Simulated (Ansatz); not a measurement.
Ge well of 16 atomic layers along [001] in random Si0.3Ge0.7, interfaces one step of a layer

Prepared with Tersoff's 1989 multicomponent potential (SiCGe.tersoff) (LAMMPS): minimisation. Geometry as solved with Ansatz (a first-principles code) with PBE, support functions at accuracy medium on the grid of 370 eV.

```xyz
720
Lattice="17.02 0.00 0.00 0.00 17.02 0.00 0.00 0.00 57.48" Properties=species:S:1:pos:R:3 pbc="T T T"
Si    -0.01    -0.01    -0.01
Ge     1.40     1.38     1.40
Ge     2.84     2.83    -0.01
Ge     4.28     4.23     1.45
Ge     2.82    -0.05     2.88
Ge     4.28     1.43     4.25
Ge    -0.03     2.83     2.82
Ge     1.39     4.26     4.26
Si     0.02    -0.03     5.65
Ge     1.35     1.43     7.10
Ge     2.82     2.83     5.69
Ge     4.26     4.24     7.13
Ge     2.84     0.05     8.55
Si     4.29     1.42     9.96
Si    -0.04     2.89     8.50
Ge     1.37     4.26     9.94
Ge    -0.02     0.01    11.36
Ge     1.44     1.41    12.80
Ge     2.86     2.83    11.33
Ge     4.26     4.32    12.77
Ge     2.84    -0.06    14.24
Ge     4.26     1.41    15.65
Ge     0.01     2.84    14.23
Ge     1.44     4.29    15.64
Ge     0.02    -0.02    17.08
Ge     1.42     1.42    18.54
Ge     2.84     2.85    17.10
Ge     4.26     4.25    18.56
Ge     2.83     0.01    20.00
Ge     4.25     1.42    21.46
Ge     0.00     2.84    20.00
Ge     1.42     4.25    21.46
Ge     0.00     0.00    22.91
Ge     1.42     1.41    24.37
Ge     2.84     2.84    22.92
Ge     4.26     4.26    24.37
Ge     2.84     0.00    25.83
Ge     4.25     1.42    27.29
Ge     0.00     2.83    25.83
Ge     1.42     4.25    27.29
Ge     0.00     0.00    28.75
Ge     1.42     1.42    30.20
Ge     2.84     2.84    28.74
Ge     4.26     4.25    30.20
Ge     2.84     0.00    31.66
Ge     4.25     1.42    33.12
Ge     0.00     2.84    31.66
Ge     1.42     4.25    33.12
Ge     0.00     0.00    34.57
Ge     1.41     1.41    36.03
Ge     2.84     2.83    34.58
Ge     4.26     4.25    36.03
Ge     2.83    -0.01    37.48
Ge     4.25     1.41    38.93
Ge    -0.01     2.83    37.49
Ge     1.41     4.26    38.92
Ge    -0.04    -0.03    40.39
Ge     1.40     1.40    41.82
Ge     2.83     2.84    40.37
Ge     4.27     4.25    41.81
Ge     2.85    -0.01    43.24
Ge     4.31     1.40    44.67
Ge    -0.05     2.79    43.28
Ge     1.38     4.27    44.66
Si    -0.07     0.01    46.08
Ge     1.39     1.40    47.47
Ge     2.85     2.84    46.07
Ge     4.32     4.26    47.49
Ge     2.86     0.01    48.90
Ge     4.29     1.46    50.34
Ge     0.01     2.87    48.92
Si     1.46     4.22    50.34
Ge    -0.01     0.00    51.75
Ge     1.44     1.44    53.15
Si     2.83     2.85    51.72
Ge     4.23     4.24    53.15
Ge     2.84     0.00    54.61
Ge     4.27     1.42    56.04
Ge     0.00     2.82    54.63
Ge     1.41     4.26    56.05
Ge    -0.05     5.65     0.02
Ge     1.40     7.09     1.43
Ge     2.83     8.51    -0.02
Ge     4.26     9.94     1.42
Ge     2.84     5.68     2.85
Ge     4.24     7.13     4.28
Ge    -0.01     8.50     2.90
Si     1.42     9.92     4.27
Ge    -0.06     5.67     5.70
Ge     1.44     7.12     7.07
Si     2.81     8.55     5.64
Ge     4.23     9.90     7.08
Ge     2.85     5.70     8.56
Si     4.27     7.05    10.00
Ge     0.00     8.51     8.52
Ge     1.43     9.91     9.96
Si     0.02     5.69    11.41
Si     1.39     7.06    12.82
Ge     2.84     8.44    11.40
Ge     4.28     9.93    12.78
Si     2.81     5.69    14.18
Ge     4.23     7.07    15.61
Si     0.00     8.43    14.22
Ge     1.38     9.87    15.63
Ge    -0.02     5.71    17.06
Ge     1.41     7.09    18.54
Ge     2.84     8.50    17.09
Ge     4.25     9.93    18.54
Ge     2.83     5.67    20.00
Ge     4.25     7.09    21.46
Ge     0.00     8.51    20.01
Ge     1.42     9.93    21.46
Ge     0.00     5.67    22.92
Ge     1.42     7.09    24.37
Ge     2.84     8.51    22.92
Ge     4.25     9.93    24.38
Ge     2.84     5.67    25.83
Ge     4.26     7.09    27.29
Ge     0.00     8.51    25.83
Ge     1.42     9.93    27.29
Ge     0.00     5.67    28.74
Ge     1.42     7.09    30.20
Ge     2.84     8.51    28.75
Ge     4.26     9.93    30.21
Ge     2.84     5.67    31.66
Ge     4.25     7.09    33.12
Ge     0.00     8.51    31.66
Ge     1.42     9.93    33.12
Ge     0.00     5.67    34.58
Ge     1.41     7.10    36.03
Ge     2.84     8.51    34.58
Ge     4.26     9.93    36.03
Ge     2.84     5.68    37.48
Ge     4.27     7.09    38.93
Ge    -0.01     8.51    37.50
Ge     1.42     9.94    38.94
Ge    -0.02     5.67    40.38
Ge     1.41     7.10    41.81
Ge     2.86     8.53    40.38
Si     4.25     9.93    41.79
Ge     2.84     5.68    43.23
Ge     4.32     7.06    44.67
Ge    -0.07     8.50    43.23
Ge     1.42     9.92    44.62
Si    -0.04     5.69    46.03
Ge     1.39     7.04    47.46
Ge     2.85     8.49    46.07
Ge     4.31     9.91    47.50
Ge     2.84     5.65    48.93
Ge     4.26     7.14    50.32
Ge     0.00     8.50    48.91
Ge     1.43     9.91    50.36
Ge     0.04     5.63    51.74
Ge     1.46     7.12    53.15
Si     2.86     8.53    51.74
Ge     4.26     9.92    53.15
Ge     2.85     5.67    54.61
Ge     4.29     7.08    56.05
Ge     0.01     8.52    54.60
Ge     1.40     9.96    56.05
Ge    -0.02    11.42     0.01
Si     1.37    12.80     1.46
Ge     2.80    14.16     0.03
Ge     4.28    15.56     1.45
Ge     2.78    11.36     2.85
Ge     4.23    12.83     4.25
Si     0.03    14.19     2.88
Si     1.40    15.58     4.29
Ge     0.02    11.36     5.63
Ge     1.45    12.80     7.07
Si     2.81    14.23     5.66
Ge     4.23    15.61     7.09
Ge     2.85    11.35     8.53
Ge     4.30    12.74     9.98
Ge     0.00    14.19     8.53
Ge     1.45    15.61     9.97
Ge     0.00    11.35    11.39
Ge     1.43    12.78    12.82
Ge     2.89    14.20    11.42
Si     4.28    15.59    12.84
Ge     2.84    11.32    14.23
Ge     4.27    12.80    15.63
Ge     0.01    14.22    14.26
Si     1.42    15.61    15.67
Ge    -0.01    11.33    17.09
Ge     1.42    12.76    18.53
Ge     2.82    14.21    17.07
Ge     4.24    15.60    18.55
Ge     2.84    11.35    20.00
Ge     4.26    12.76    21.45
Ge    -0.01    14.17    19.98
Ge     1.41    15.60    21.45
Ge     0.00    11.35    22.91
Ge     1.42    12.77    24.37
Ge     2.84    14.18    22.90
Ge     4.25    15.60    24.37
Ge     2.83    11.35    25.83
Ge     4.25    12.76    27.29
Ge     0.00    14.19    25.83
Ge     1.42    15.60    27.29
Ge     0.00    11.35    28.75
Ge     1.42    12.76    30.20
Ge     2.84    14.18    28.75
Ge     4.26    15.60    30.20
Ge     2.84    11.35    31.66
Ge     4.26    12.76    33.12
Ge     0.00    14.18    31.66
Ge     1.42    15.60    33.11
Ge     0.00    11.35    34.58
Ge     1.42    12.77    36.02
Ge     2.84    14.18    34.57
Ge     4.25    15.59    36.03
Ge     2.84    11.35    37.48
Ge     4.26    12.75    38.94
Ge     0.00    14.17    37.49
Ge     1.42    15.59    38.94
Ge    -0.01    11.33    40.42
Si     1.40    12.75    41.80
Ge     2.82    14.15    40.40
Ge     4.28    15.56    41.84
Ge     2.85    11.35    43.17
Ge     4.27    12.80    44.62
Ge    -0.02    14.16    43.20
Ge     1.35    15.64    44.67
Ge    -0.02    11.37    46.03
Ge     1.40    12.77    47.49
Ge     2.83    14.21    46.07
Ge     4.32    15.63    47.46
Ge     2.85    11.33    48.91
Ge     4.29    12.77    50.32
Ge    -0.07    14.20    48.89
Ge     1.41    15.60    50.31
Ge    -0.04    11.39    51.73
Ge     1.41    12.78    53.19
Ge     2.85    14.19    51.75
Ge     4.29    15.63    53.15
Ge     2.84    11.34    54.60
Ge     4.26    12.77    56.04
Ge    -0.05    14.16    54.64
Ge     1.38    15.61    56.07
Ge     5.68    -0.01     0.00
Ge     7.10     1.43     1.44
Ge     8.56     2.81    -0.04
Ge     9.96     4.27     1.42
Ge     8.56     0.02     2.87
Si     9.96     1.45     4.24
Si     5.68     2.83     2.83
Ge     7.09     4.25     4.21
Ge     5.71     0.01     5.71
Si     7.11     1.42     7.11
Ge     8.51     2.80     5.66
Ge     9.91     4.22     7.13
Ge     8.52     0.03     8.53
Si     9.92     1.42     9.96
Ge     5.72     2.82     8.56
Si     7.07     4.28     9.99
Ge     5.64     0.01    11.42
Si     7.08     1.43    12.78
Ge     8.47     2.81    11.35
Ge     9.92     4.25    12.77
Ge     8.47     0.02    14.20
Ge     9.94     1.42    15.64
Ge     5.68     2.83    14.19
Ge     7.09     4.25    15.66
Ge     5.68    -0.01    17.10
Ge     7.10     1.41    18.55
Ge     8.52     2.83    17.10
Ge     9.94     4.25    18.55
Ge     8.51    -0.01    20.00
Ge     9.93     1.41    21.46
Ge     5.68     2.83    20.01
Ge     7.10     4.25    21.46
Ge     5.67     0.00    22.91
Ge     7.09     1.42    24.37
Ge     8.51     2.83    22.92
Ge     9.93     4.26    24.37
Ge     8.51     0.00    25.83
Ge     9.93     1.42    27.29
Ge     5.67     2.84    25.83
Ge     7.09     4.25    27.29
Ge     5.67     0.00    28.74
Ge     7.09     1.42    30.20
Ge     8.51     2.84    28.75
Ge     9.93     4.25    30.20
Ge     8.51     0.00    31.66
Ge     9.93     1.42    33.12
Ge     5.67     2.84    31.66
Ge     7.09     4.25    33.12
Ge     5.67     0.00    34.57
Ge     7.09     1.41    36.03
Ge     8.51     2.84    34.58
Ge     9.94     4.26    36.04
Ge     8.51     0.01    37.49
Ge     9.91     1.44    38.96
Ge     5.68     2.83    37.49
Ge     7.13     4.22    38.95
Ge     5.67     0.00    40.38
Ge     7.13     1.44    41.80
Si     8.53     2.84    40.38
Ge     9.89     4.27    41.82
Ge     8.49    -0.03    43.27
Ge     9.89     1.46    44.68
Ge     5.73     2.88    43.27
Si     7.13     4.30    44.69
Si     5.73    -0.02    46.05
Ge     7.09     1.45    47.46
Si     8.48     2.89    46.05
Ge     9.95     4.23    47.46
Ge     8.53     0.04    48.93
Si     9.99     1.43    50.29
Si     5.69     2.83    48.89
Ge     7.10     4.24    50.28
Si     5.68     0.02    51.75
Ge     7.12     1.38    53.15
Ge     8.55     2.81    51.70
Ge     9.93     4.24    53.18
Ge     8.57    -0.01    54.62
Si     9.97     1.38    56.06
Ge     5.70     2.83    54.58
Ge     7.12     4.26    56.03
Ge     5.72     5.67     0.03
Si     7.13     7.06     1.43
Ge     8.52     8.46     0.00
Ge     9.89     9.96     1.42
Si     8.50     5.66     2.80
Ge     9.90     7.06     4.24
Ge     5.72     8.49     2.82
Ge     7.12     9.97     4.23
Ge     5.67     5.67     5.69
Ge     7.09     7.09     7.14
Ge     8.51     8.52     5.69
Ge     9.98     9.89     7.14
Ge     8.52     5.67     8.60
Si     9.94     7.11     9.95
Ge     5.62     8.48     8.57
Ge     7.06     9.93     9.98
Si     5.70     5.69    11.35
Si     7.08     7.06    12.74
Ge     8.51     8.48    11.37
Ge     9.94     9.95    12.78
Ge     8.48     5.68    14.19
Ge     9.91     7.10    15.65
Ge     5.72     8.48    14.18
Ge     7.11     9.93    15.65
Ge     5.66     5.67    17.09
Ge     7.08     7.09    18.54
Ge     8.51     8.51    17.11
Ge     9.93     9.94    18.55
Ge     8.51     5.67    20.00
Ge     9.93     7.10    21.44
Ge     5.67     8.51    20.00
Ge     7.09     9.93    21.46
Ge     5.67     5.67    22.91
Ge     7.09     7.09    24.37
Ge     8.51     8.51    22.91
Ge     9.93     9.93    24.37
Ge     8.51     5.67    25.83
Ge     9.93     7.09    27.29
Ge     5.68     8.51    25.83
Ge     7.09     9.93    27.29
Ge     5.67     5.67    28.75
Ge     7.09     7.09    30.20
Ge     8.51     8.51    28.75
Ge     9.93     9.93    30.20
Ge     8.51     5.67    31.66
Ge     9.93     7.09    33.12
Ge     5.67     8.51    31.66
Ge     7.10     9.92    33.12
Ge     5.67     5.67    34.57
Ge     7.09     7.08    36.03
Ge     8.52     8.50    34.58
Ge     9.94     9.93    36.04
Ge     8.52     5.67    37.50
Ge     9.92     7.12    38.95
Ge     5.68     8.51    37.48
Ge     7.11     9.90    38.97
Ge     5.70     5.67    40.37
Ge     7.15     7.10    41.81
Si     8.53     8.51    40.38
Ge     9.90     9.96    41.77
Si     8.48     5.65    43.25
Ge     9.93     7.01    44.65
Ge     5.67     8.54    43.20
Ge     7.14     9.96    44.62
Si     5.74     5.67    46.08
Si     7.06     7.09    47.48
Ge     8.50     8.47    46.08
Ge     9.97     9.93    47.49
Ge     8.52     5.72    48.88
Si     9.91     7.14    50.31
Si     5.70     8.47    48.88
Ge     7.11     9.88    50.30
Ge     5.69     5.68    51.74
Ge     7.16     7.12    53.14
Si     8.55     8.50    51.70
Ge     9.93     9.92    53.14
Ge     8.56     5.71    54.63
Si     9.96     7.07    56.09
Ge     5.69     8.51    54.59
Ge     7.10     9.93    56.05
Ge     5.72    11.39     0.03
Si     7.10    12.78     1.48
Ge     8.51    14.16     0.03
Ge     9.98    15.63     1.41
Si     8.50    11.39     2.82
Ge     9.91    12.79     4.23
Si     5.71    14.16     2.84
Ge     7.11    15.57     4.27
Ge     5.66    11.36     5.67
Ge     7.13    12.78     7.08
Si     8.53    14.18     5.66
Ge     9.92    15.60     7.07
Ge     8.52    11.33     8.54
Ge     9.93    12.77     9.99
Ge     5.69    14.19     8.53
Ge     7.11    15.61     9.99
Si     5.69    11.35    11.39
Ge     7.07    12.80    12.78
Si     8.52    14.19    11.38
Ge     9.93    15.56    12.82
Ge     8.54    11.40    14.24
Si     9.97    12.80    15.64
Si     5.65    14.20    14.20
Ge     7.06    15.58    15.63
Ge     5.67    11.36    17.09
Ge     7.11    12.76    18.53
Ge     8.54    14.16    17.06
Ge     9.92    15.59    18.54
Ge     8.51    11.35    20.01
Ge     9.93    12.77    21.47
Ge     5.68    14.18    19.99
Ge     7.09    15.60    21.45
Ge     5.67    11.35    22.92
Ge     7.09    12.76    24.38
Ge     8.51    14.18    22.92
Ge     9.93    15.60    24.37
Ge     8.51    11.35    25.83
Ge     9.93    12.77    27.29
Ge     5.67    14.18    25.83
Ge     7.09    15.60    27.29
Ge     5.67    11.35    28.75
Ge     7.09    12.76    30.20
Ge     8.51    14.18    28.75
Ge     9.93    15.60    30.20
Ge     8.51    11.35    31.66
Ge     9.93    12.77    33.12
Ge     5.67    14.18    31.66
Ge     7.09    15.60    33.12
Ge     5.68    11.35    34.58
Ge     7.10    12.76    36.04
Ge     8.51    14.18    34.58
Ge     9.93    15.60    36.04
Ge     8.52    11.33    37.50
Ge     9.96    12.73    38.95
Ge     5.67    14.18    37.49
Ge     7.10    15.59    38.94
Ge     5.67    11.32    40.41
Ge     7.09    12.77    41.87
Ge     8.52    14.16    40.39
Ge     9.95    15.57    41.84
Si     8.54    11.36    43.22
Ge     9.92    12.77    44.66
Si     5.71    14.21    43.28
Si     7.08    15.58    44.68
Ge     5.72    11.39    46.08
Si     7.14    12.80    47.46
Si     8.48    14.19    46.05
Ge     9.89    15.59    47.47
Ge     8.51    11.38    48.88
Ge     9.91    12.77    50.41
Ge     5.74    14.19    48.89
Ge     7.12    15.62    50.39
Ge     5.73    11.36    51.75
Si     7.12    12.79    53.16
Si     8.51    14.20    51.82
Si     9.91    15.60    53.16
Ge     8.49    11.36    54.57
Ge     9.93    12.77    56.02
Ge     5.71    14.17    54.58
Ge     7.12    15.59    56.05
Si    11.35     0.05    -0.01
Si    12.70     1.42     1.42
Ge    14.15     2.83     0.05
Si    15.58     4.24     1.43
Ge    14.15     0.01     2.80
Ge    15.60     1.38     4.29
Si    11.34     2.80     2.83
Ge    12.76     4.20     4.25
Ge    11.36     0.04     5.65
Si    12.75     1.41     7.11
Ge    14.19     2.82     5.75
Si    15.58     4.26     7.15
Ge    14.18     0.03     8.50
Ge    15.61     1.47     9.92
Ge    11.34     2.78     8.54
Ge    12.78     4.26     9.93
Ge    11.33     0.03    11.38
Si    12.75     1.42    12.79
Ge    14.17     2.84    11.41
Ge    15.61     4.31    12.82
Ge    14.10    -0.01    14.22
Ge    15.59     1.40    15.65
Ge    11.38     2.84    14.20
Ge    12.81     4.28    15.64
Ge    11.36    -0.04    17.07
Ge    12.76     1.40    18.53
Ge    14.19     2.84    17.10
Ge    15.61     4.27    18.54
Ge    14.19     0.00    20.00
Ge    15.60     1.42    21.45
Ge    11.35     2.82    20.00
Ge    12.77     4.25    21.45
Ge    11.35     0.00    22.92
Ge    12.77     1.42    24.38
Ge    14.18     2.84    22.92
Ge    15.60     4.25    24.38
Ge    14.18     0.00    25.83
Ge    15.60     1.42    27.29
Ge    11.35     2.84    25.83
Ge    12.77     4.26    27.29
Ge    11.35     0.00    28.75
Ge    12.76     1.42    30.20
Ge    14.18     2.84    28.75
Ge    15.60     4.26    30.20
Ge    14.18     0.00    31.66
Ge    15.60     1.42    33.12
Ge    11.35     2.84    31.66
Ge    12.77     4.26    33.12
Ge    11.34     0.00    34.57
Ge    12.76     1.42    36.02
Ge    14.18     2.85    34.58
Ge    15.60     4.27    36.04
Ge    14.18     0.02    37.48
Ge    15.57     1.44    38.96
Ge    11.35     2.84    37.49
Ge    12.77     4.24    38.95
Ge    11.35     0.02    40.39
Ge    12.80     1.46    41.80
Si    14.17     2.85    40.36
Ge    15.56     4.22    41.81
Ge    14.23     0.00    43.22
Si    15.56     1.40    44.71
Ge    11.36     2.88    43.26
Si    12.78     4.24    44.71
Ge    11.36     0.03    46.09
Si    12.76     1.46    47.48
Si    14.14     2.80    46.05
Ge    15.58     4.25    47.42
Ge    14.17     0.01    48.83
Ge    15.58     1.42    50.31
Si    11.34     2.79    48.87
Ge    12.71     4.21    50.29
Ge    11.33     0.01    51.76
Si    12.73     1.40    53.19
Ge    14.12     2.80    51.77
Ge    15.59     4.23    53.18
Ge    14.15     0.02    54.59
Ge    15.59     1.39    56.08
Ge    11.35     2.79    54.63
Ge    12.73     4.26    56.07
Si    11.33     5.68    -0.02
Ge    12.74     7.08     1.38
Ge    14.16     8.54    -0.04
Ge    15.60     9.94     1.43
Ge    14.20     5.67     2.83
Si    15.58     7.08     4.27
Ge    11.33     8.52     2.83
Ge    12.78     9.93     4.27
Ge    11.34     5.65     5.70
Ge    12.77     7.06     7.17
Ge    14.19     8.47     5.68
Ge    15.60     9.95     7.09
Si    14.21     5.63     8.53
Ge    15.61     7.03     9.95
Si    11.34     8.47     8.57
Ge    12.71     9.92     9.96
Ge    11.34     5.70    11.35
Ge    12.79     7.06    12.83
Ge    14.19     8.50    11.37
Ge    15.64     9.88    12.83
Si    14.23     5.71    14.26
Si    15.61     7.10    15.61
Ge    11.35     8.52    14.23
Ge    12.77     9.94    15.68
Ge    11.35     5.67    17.09
Ge    12.78     7.09    18.53
Ge    14.22     8.49    17.07
Ge    15.60     9.91    18.55
Ge    14.19     5.67    20.00
Ge    15.60     7.09    21.46
Ge    11.36     8.52    19.99
Ge    12.77     9.93    21.46
Ge    11.35     5.67    22.90
Ge    12.76     7.09    24.37
Ge    14.18     8.51    22.92
Ge    15.60     9.93    24.37
Ge    14.18     5.67    25.83
Ge    15.60     7.09    27.29
Ge    11.35     8.51    25.83
Ge    12.76     9.93    27.29
Ge    11.35     5.67    28.75
Ge    12.76     7.09    30.20
Ge    14.18     8.51    28.75
Ge    15.60     9.93    30.20
Ge    14.18     5.68    31.66
Ge    15.60     7.09    33.12
Ge    11.35     8.51    31.66
Ge    12.77     9.93    33.12
Ge    11.35     5.68    34.58
Ge    12.76     7.10    36.04
Ge    14.18     8.51    34.58
Ge    15.60     9.93    36.04
Ge    14.18     5.69    37.50
Ge    15.57     7.13    38.97
Ge    11.36     8.53    37.50
Ge    12.77     9.93    39.00
Ge    11.34     5.69    40.38
Ge    12.80     7.12    41.81
Si    14.20     8.54    40.41
Si    15.57     9.91    41.79
Ge    14.17     5.66    43.29
Si    15.60     7.07    44.67
Ge    11.32     8.52    43.22
Ge    12.74     9.95    44.66
Si    11.37     5.62    46.06
Ge    12.69     7.08    47.49
Ge    14.17     8.48    46.07
Ge    15.59     9.93    47.49
Ge    14.15     5.65    48.88
Ge    15.59     7.06    50.33
Si    11.31     8.50    48.93
Ge    12.70     9.92    50.33
Ge    11.30     5.70    51.71
Ge    12.73     7.08    53.19
Ge    14.16     8.51    51.76
Ge    15.58     9.95    53.18
Ge    14.16     5.66    54.61
Ge    15.59     7.10    56.03
Ge    11.33     8.51    54.67
Si    12.75     9.94    56.04
Ge    11.36    11.34    -0.04
Ge    12.75    12.79     1.43
Ge    14.20    14.19    -0.03
Ge    15.66    15.60     1.42
Ge    14.21    11.39     2.86
Si    15.65    12.80     4.23
Si    11.34    14.19     2.82
Ge    12.75    15.57     4.23
Ge    11.36    11.38     5.70
Si    12.77    12.78     7.09
Ge    14.21    14.14     5.67
Ge    15.62    15.62     7.07
Ge    14.13    11.36     8.51
Ge    15.56    12.78     9.97
Ge    11.37    14.18     8.50
Ge    12.79    15.60     9.96
Si    11.34    11.36    11.38
Ge    12.73    12.78    12.79
Si    14.16    14.18    11.38
Ge    15.56    15.59    12.79
Ge    14.19    11.35    14.22
Ge    15.59    12.78    15.67
Si    11.34    14.18    14.26
Si    12.72    15.57    15.63
Ge    11.32    11.38    17.08
Ge    12.75    12.78    18.55
Ge    14.14    14.21    17.07
Ge    15.59    15.60    18.53
Ge    14.18    11.35    19.99
Ge    15.60    12.76    21.45
Ge    11.34    14.19    20.01
Ge    12.77    15.61    21.46
Ge    11.35    11.35    22.92
Ge    12.77    12.77    24.37
Ge    14.18    14.18    22.91
Ge    15.60    15.60    24.37
Ge    14.18    11.35    25.83
Ge    15.60    12.77    27.29
Ge    11.35    14.18    25.83
Ge    12.76    15.60    27.29
Ge    11.35    11.35    28.74
Ge    12.76    12.76    30.20
Ge    14.18    14.18    28.75
Ge    15.60    15.60    30.20
Ge    14.18    11.35    31.66
Ge    15.60    12.77    33.12
Ge    11.35    14.18    31.66
Ge    12.77    15.60    33.12
Ge    11.35    11.35    34.58
Ge    12.77    12.76    36.04
Ge    14.18    14.18    34.58
Ge    15.60    15.60    36.04
Ge    14.18    11.35    37.51
Ge    15.60    12.77    38.96
Ge    11.35    14.18    37.49
Ge    12.76    15.62    38.93
Si    11.35    11.34    40.38
Ge    12.72    12.77    41.81
Ge    14.18    14.21    40.40
Si    15.60    15.59    41.81
Ge    14.20    11.35    43.21
Si    15.60    12.76    44.61
Si    11.34    14.16    43.24
Ge    12.75    15.59    44.61
Si    11.34    11.35    46.06
Ge    12.75    12.75    47.46
Ge    14.21    14.18    46.04
Si    15.60    15.62    47.44
Ge    14.17    11.36    48.93
Si    15.56    12.80    50.33
Ge    11.32    14.17    48.92
Ge    12.79    15.59    50.33
Si    11.33    11.34    51.77
Ge    12.76    12.77    53.14
Si    14.19    14.16    51.72
Ge    15.56    15.57    53.16
Ge    14.16    11.36    54.65
Si    15.57    12.76    56.05
Ge    11.32    14.23    54.58
Ge    12.74    15.65    56.06
```
